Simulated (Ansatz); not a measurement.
A (10,0) AlN nanotube has 40 atoms in a period of 5.391 Å, a mean diameter of 10.05 Å, and lies 38 meV/atom over the flat sheet relaxed at the same level.

These are PBE (plane waves to 420 eV, PAW; Ansatz, an electronic-structure program) values and carry that method's errors. Mesh 1×1×6. No spin polarisation. It repeats along c; a and b span vacuum. A hypothetical model, rolled from the flat sheet. Symmetry and one short period hold its shape; lower forms weren't sought.

Which bending rigidity of the sheet does this imply in the thin-plate picture?

A plate bent to radius R stores D/(2R²) an area. The area an atom is π × 10.05 × 5.391/40 = 4.26 Å², so the stored energy is 0.038/4.26 = 0.0089 eV/Å². With R = 5.025 Å, D = 2R² × 0.0089 = 0.45 eV.
